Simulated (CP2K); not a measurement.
Band structure of ZrZn (Pm-3m, 2 atoms in the cell).

```xyz
2
Lattice="3.2605 0.0000 0.0000 0.0000 3.2605 0.0000 0.0000 0.0000 3.2605" Properties=species:S:1:pos:R:3 pbc="T T T"
Zr     1.6302     1.6302     1.6302
Zn     0.0000     0.0000     0.0000
```

Level of theory: PBEsol, GPW, DZVP-MOLOPT-SR-GTH basis, GTH-PBE potentials (GTH_POTENTIALS) (CP2K 2026.2).

Settings: CUTOFF = 600 Ry; REL_CUTOFF = 50 Ry; SMEAR/METHOD = FERMI_DIRAC; ELECTRONIC_TEMPERATURE = 1160.45 K; KPOINTS/SCHEME = MONKHORST-PACK 7 7 7; XC_FUNCTIONAL = PBE:PBESOL; Zr/BASIS_SET = DZVP-MOLOPT-SR-GTH-q12; Zr/POTENTIAL = GTH-PBE-q12; Zn/BASIS_SET = DZVP-MOLOPT-SR-GTH-q12; Zn/POTENTIAL = GTH-PBE-q12; METHOD = GPW; EPS_DEFAULT = 1e-11; EXTRAPOLATION = USE_GUESS; NGRIDS = 5.

The starting cell comes from a database of computed structures (which also holds hypothetical and non-ambient phases and stackings), without a prior relaxation at this level. Its lattice was rescaled by a random factor within 2.5 % of one. Values carry the incompleteness of an atom-centred basis. The potentials were made for another functional than the one used.

Levels in eV from the Fermi level, bands 9 to 14:
```json
[
 {"point": "Γ", "9": "-7.03", "10": "-7.03", "11": "-0.99", "12": "-0.99", "13": "3.75", "14": "3.75"},
 {"point": "X", "9": "-6.98", "10": "-4.32", "11": "-4.28", "12": "-0.75", "13": "0.68", "14": "0.68"},
 {"point": "M", "9": "-6.81", "10": "-4.58", "11": "-0.40", "12": "-0.26", "13": "-0.26", "14": "2.25"},
 {"point": "R", "9": "-6.80", "10": "-3.02", "11": "-3.02", "12": "-3.02", "13": "0.60", "14": "5.37"}
]
```

Bands cross the Fermi level along this path, so the cell is metallic at this level.

Higher empty bands are left out: an atom-centred basis made for the valence describes them poorly.
